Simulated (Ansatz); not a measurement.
RhSi (P2_13), Ansatz (a first-principles code) with PBEsol, DFPT electron-phonon coupling, linearised Boltzmann equation. Phonon-limited resistivity 61.9 μΩ·cm at 300 K, 77.7 μΩ·cm at 400 K.

**Question.** What temperature coefficient of resistance follows, and how does it compare with 1/T?

**Answer.** (ρ₄₀₀ − ρ₃₀₀)/(100 K × ρ₃₀₀) = 2.55×10⁻³ K⁻¹, against 1/T = 3.33×10⁻³ K⁻¹ for a resistivity proportional to T. It lies lower, likely because thermal smearing samples bands that change quickly near the Fermi level.

**Question.** What is the classical skin depth at 10 GHz (nonmagnetic, μ₀ = 1.257×10⁻⁶ H/m)?

**Answer.** δ = √(ρ/(π f μ₀)) = 3960 nm.

A metal at this level (no band gap). Only scattering by harmonic phonons is included (no impurities, grain boundaries, electron-electron scattering or thermal expansion). Spin-orbit coupling is left out. Few carriers conduct, so the values hang on small band overlaps. Halving the electron mesh (20x20x20) moves the resistivity by up to 6 % at 300 K. Smearing 0.20 eV; phonons on a 3x3x3 q mesh, which this run doesn't test.

Computed structure with no diffraction record at hand here (it may be known, metastable or hypothetical): RhSi (P2_13).
